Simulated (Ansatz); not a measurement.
GaSb: alloy series

Consider GaSb in the zinc blende structure (space group F-43m, No. 216; a = 6.1324 Å).

The other end (x = 1) is GaP in the zinc blende structure (space group F-43m, No. 216): 20.25 Å³/atom, gap 1.85 eV.

P replaces a fraction x of Sb; each row is one arrangement (x, atoms in the cell, starting space group or random), fully relaxed.

Method: DFT with r2SCAN, PAW potentials and a 500 eV plane-wave cutoff in Ansatz (an electronic-structure program), scalar-relativistic without spin-orbit coupling.

```csv
P fraction x,volume per atom (Å³/atom)
0,28.828
"0.25 (Amm2, 8 atoms)",?
"0.333 (P3m1, 6 atoms)",25.899
"0.5 (R3m, 4 atoms)",24.419
"0.5 (P-4m2, 8 atoms)",24.283
1,20.250
```

Q: Fit V(x) = (1 − x) V(0) + x V(1) − b x(1 − x) with the ends held (b = 0 is Vegard's rule) to the rows shown and predict the withheld row.

A: Least squares on the printed values gives b = 0.63 Å³/atom, against 26.683 Å³/atom from the straight line alone (largest residual 0.098 Å³/atom); this predicts 26.565 Å³/atom, and the run gives 26.573 Å³/atom, 0.008 higher.

Each cell is one ordered arrangement of few atoms, which overstates ordering effects compared with a random alloy. Spin-orbit coupling, missing from the scalar runs, can matter with Sb. No phonon test of stability was made. The final runs are not spin-polarised.
